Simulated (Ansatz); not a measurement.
## How the elastic constant C13 of NiAs-type NiSb moves with the method

No measured value is used here.

| level (code) | value (GPa) | cell (Å³/atom) |
|---|---|---|
| LDA (Ansatz) | 98.2 | 16.38 |
| PBE (Ansatz) | ___ | 17.65 |
| PBEsol (Ansatz) | 90.5 | 16.83 |

Complete the blanks.


- PBE (Ansatz, a program for electronic structure), value (GPa): 77.4

The crystal itself was run without spin with LDA, PBE, PBEsol; a magnetic state was not tried in these runs. Each level is taken at its own relaxed cell. Ansatz's density-functional and Hartree–Fock values are scalar-relativistic unless marked +SOC, with PAW data made under PBE.
